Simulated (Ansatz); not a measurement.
Crystal: SnO₂ (P4_2/mnm, rutile, 6 atoms a cell, 12.1 Å³ an atom); both levels run on this one cell.

Complex bands along the normal of (100) by Ansatz (plane waves, PAW, no spin-orbit coupling). r2SCAN gives a gap of 1.72 eV and a slowest mid-gap decay of 0.188 1/Å.

Task: What does PBE give on the same cell, and what does that do to the current through 2 nm?

Result: Gap 1.05 eV, κ = 0.142 1/Å. The mid-gap transmission through 2 nm changes by exp(2 × 20 × (0.188 − 0.142)) = a factor of 6.3 against r2SCAN.

Ansatz is a program for electronic structure.
